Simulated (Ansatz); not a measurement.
SnO2, response to strain

Consider SnO2 in the rutile structure (space group P4_2/mnm, No. 136; a = 4.722 Å, c = 3.190 Å). Axes: x, y, z lie along a, b, c of the conventional cell.

Strains are applied to the cell and any free atomic positions relax.

All numbers come from LDA, PAW, 420 eV (Ansatz, an electronic-structure program; no spin-orbit coupling).

```csv
uniaxial strain ε_zz (%),band gap (eV)
0,1.16
0.6,1.08
1.2,0.99
1.8,0.91
2.4,?
3,0.74
```

Question: Fit E_g = E₀ + Dε (ε in %) to the rows shown and predict the withheld row.

Answer: Least squares on the printed values gives E₀ = 1.16 eV, D = -140 meV per % of strain (largest residual 0.00 eV); this predicts 0.82 eV, and the run gives 0.83 eV, in agreement.

Stability against distortions was not tested.
